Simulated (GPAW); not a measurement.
Density of states of CoW3 (Pm-3m, 4 atoms in the cell).

```yaml
crystal:
  lattice:
    - [3.84053, 0.00000, 0.00000]
    - [0.00000, 3.84053, 0.00000]
    - [0.00000, 0.00000, 3.84053]
  atoms:
    - { symbol: Co, position: [0.00000, 0.00000, 0.00000] }
    - { symbol: W, position: [0.00000, 0.50000, 0.50000] }
    - { symbol: W, position: [0.50000, 0.00000, 0.50000] }
    - { symbol: W, position: [0.50000, 0.50000, 0.00000] }
```

Level of theory: LDA (Perdew-Wang 92), GPAW PAW datasets LDA (gpaw-data 1.0.1) (plane waves; GPAW).

SCF settings: mode = pw; ecut = 850 eV; xc = LDA; kpts = 6 6 6; mesh shift (steps) = 0 0 0; occupations.name = methfessel-paxton; occupations.width = 0.136 eV; occupations.order = 0; nbands = -8; convergence.density = 1e-05 e/electron; symmetry.symmorphic = false; symmetry.tolerance = 0.0005; maxiter = 100. Keys of the DOS step: dos_kpts = 9 9 9; dos_width = 0.05 eV.

The starting cell comes from a database of computed structures (which also holds hypothetical and non-ambient phases and stackings), without a prior relaxation at this level. Its lattice was rescaled by a random factor within 2.5 % of one. Spin-orbit coupling is off. Spin polarisation is off.

Total DOS (both spins), as means of the tabulated values in each energy bin; the zero is the program's Fermi level or highest filled level, and the curve is cut to this window:

(E (eV), states/eV/cell): (-7.80, 0.23); (-7.40, 0.42); (-7.00, 0.55); (-6.60, 0.38); (-6.20, 1.21); (-5.80, 1.29); (-5.40, 2.03); (-5.00, 3.70); (-4.60, 3.63); (-4.20, 3.75); (-3.80, 3.63); (-3.40, 4.15); (-3.00, 3.27); (-2.60, 4.51); (-2.20, 3.89); (-1.80, 6.24); (-1.40, 6.84); (-1.00, 7.67); (-0.60, 5.62); (-0.20, 4.86); (0.20, 4.01); (0.60, 1.81); (1.00, 2.28)

Around zero the curve holds about 4.2 states/eV/cell.
